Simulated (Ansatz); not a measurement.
What uniaxial stress, 0.5 GPa tension along x does to Sr

The reference is Sr in the fcc (Cu type) structure (space group Fm-3m, No. 225; a = 5.9225 Å). Axes: x, y, z lie along the cube axes.

The change: uniaxial stress, 0.5 GPa tension along x, with the cell and atoms free to relax against it.

All numbers come from plane-wave PAW DFT at the PBEsol level (Ansatz, a program for electronic structure, 420 eV), spin-orbit coupling left out. Γ-centred 14×14×14 mesh, Fermi–Dirac width 0.05 eV.

The volume per atom increases by 0.69 Å³ (51.93 Å³ → 52.62 Å³) and the space group becomes I4/mmm (No. 139) (base: Fm-3m (No. 225)). The energy rises by 3.7 meV/atom and the band gap stays zero. The strain response (xx, yy, zz) is (+5.08, −1.80, −1.80) % (rough).

Final structure:

```xyz
1
Lattice="0.0000 2.9078 2.9078 3.1118 0.0000 2.9078 3.1118 2.9078 0.0000" Properties=species:S:1:pos:R:3 pbc="T T T"
Sr     0.0000     0.0000     0.0000
```

Cost of the whole job for the changed cell (relaxation, final SCF and bands): very roughly 30 core-seconds.

Without a gap, meshes like the base's 14×14×14 leave anisotropic stresses uncertain by several tenths of a GPa, and small strain energies with them. Stability under load was not tested beyond the relaxation.
